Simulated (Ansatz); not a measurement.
NiAs-type NiSb, treated with LDA (plane waves, PAW; Ansatz, a quantum-chemistry and plane-wave program).

Run with plane-wave cutoff 520 eV, 12×12×8 k mesh (along the axes of the cell as run), Fermi–Dirac smearing 0.1 eV, perturbation theory, force constants from a 6×6×2 q mesh, no spin polarisation, scalar-relativistic PAW data made under PBE.

Computed at the level's own relaxed cell.

```
CELL_PARAMETERS angstrom
      3.87938     0.00000     0.00000
     -1.93969     3.35964     0.00000
      0.00000     0.00000     5.02738
ATOMIC_POSITIONS crystal
  Ni 0.00000 0.00000 0.00000
  Ni 0.00000 0.00000 0.50000
  Sb 0.66667 0.33333 0.75000
  Sb 0.33333 0.66667 0.25000
```

Harmonic phonon frequencies (cm⁻¹; i marks an imaginary mode):

| q point | frequencies |
|---|---|
| Γ | 0 0 0 139 139 141 141 154 169 221 221 272 |
| A | 82 82 82 82 131 131 192 192 192 192 212 212 |
| K | 84 84 119 127 127 147 175 188 188 210 210 282 |
| H | 111 111 131 131 140 140 177 177 207 207 225 225 |

No imaginary mode appears at these points.
